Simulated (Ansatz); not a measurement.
The cell is built on a prototype and need not be the phase stable at ambient conditions.

By PBEsol, the system below comes out a metal.

The ballistic (Sharvin) conductance counts the channels at the Fermi level: G/A = (e²/h) × channels of both spins per area.

Consider the following.

```
CELL_PARAMETERS angstrom
      2.65198     0.00000     0.00000
      0.00000     2.95152     0.00000
      0.00000    -1.47576     2.55609
ATOMIC_POSITIONS crystal
  B  0.00000 0.00000 0.00000
  P  0.50000 0.33333 0.66667
```

Space group of this cell: P-6m2. The cell was relaxed by PBE-D3(BJ); by PBEsol its mean pressure is 2.8 GPa.

The current flows along the normal of the first two printed cell vectors. No spin-orbit coupling; the value is a mean over 0.1 eV about the Fermi level.

Predict the ballistic conductance per area from Ansatz (a first-principles code) with PBEsol.

1.4 × 10¹⁵ S/m² for both spins.
